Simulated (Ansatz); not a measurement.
Amorphous Hf$_{18}$O$_{39}$B$_{2}$, 59 atoms at 8.42 g/cm³, one PBE-relaxed geometry, zone centre. Methods: PBE, scalar-relativistic without spin-orbit coupling (Ansatz, a quantum-chemistry and plane-wave program); r2SCAN, scalar-relativistic without spin-orbit coupling (Ansatz); HSE06, scalar-relativistic without spin-orbit coupling (Ansatz). Plane waves to 420 eV (r2SCAN 500 eV); exact exchange is cut at the cell's faces. At PBE the levels at the filled edge of the gap are localised (band-tail or defect states). All rungs ran without spin polarisation.

A CHGNet melt-quench gave the starting glass, which DFT then relaxed. O atoms were pushed apart under 1.9 Å during the dynamics, to hinder bonds among them. The hot cell started wider than the set density and was brought back towards it in steps. It is the lowest in DFT energy of 2 quenches. It is a model cell: composition and starting density were chosen by hand, and all elements were melted together. No dispersion term was used. Its density started from a set value of 8.42 and ended at 8.42 g/cm³. The quench (nominally 450 K/ps over its main leg) was far faster than any real one, so the model tends to hold more defects than a real film. Values belong to this one cell and scatter from quench to quench. The volume was held where the preparation left it, at a PBE pressure of 7.2 GPa. Stress components on the final sampling reach 9.2 GPa.

The relaxation ran on the zone centre alone. At PBE the level gap is 4.27 eV on a 2×2×2 Γ-centred mesh, and the spacing at the zone centre alone 4.31 eV.

### Question
What zone-centre spacing does r2SCAN give, roughly?

### Answer
4.80 eV (+0.49 eV against PBE).

### Question
What zone-centre spacing does HSE06 give, roughly?

### Answer
5.89 eV (+1.59 eV against PBE).

The highest filled and the lowest empty state spread over these numbers of atoms (participation numbers): PBE: 7.8 and 36.8; r2SCAN: 7.0 and 39.9; HSE06: 7.4 and 40.9.
